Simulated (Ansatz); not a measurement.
The starting structures come from a database of crystals and need not be the phases stable at ambient conditions.

Where the default PAW files enter, the runs use the earlier of Ansatz's two default sets.

Inside the gap of an insulator the Bloch states are evanescent, with a wavenumber k + iκ along the transport direction.

```
BeSe
1.0
    3.72737     0.00000     0.00000
    0.00000     3.72737     0.00000
    1.86369     1.86369     2.63565
Be Se
1 1
Direct
  0.00000   0.00000   0.00000
  0.75000   0.25000   0.50000
```

Space group of this cell: F-43m, zinc blende. The cell is strained (all lengths scaled by 1.02); by PBEsol its mean pressure is -5.6 GPa.

Transport runs along the normal of the first two printed cell vectors, the (001) plane of the conventional cell.

No gap correction and no spin-orbit coupling; mid-gap is the computed energy nearest the middle.

Task: Compute, with PBEsol in Ansatz (an electronic-structure program), the band gap and the smallest decay constant κ at mid-gap.

Result: Gap 2.63 eV on a 12×12×12 mesh; κ = 0.218 1/Å, at the zone centre.
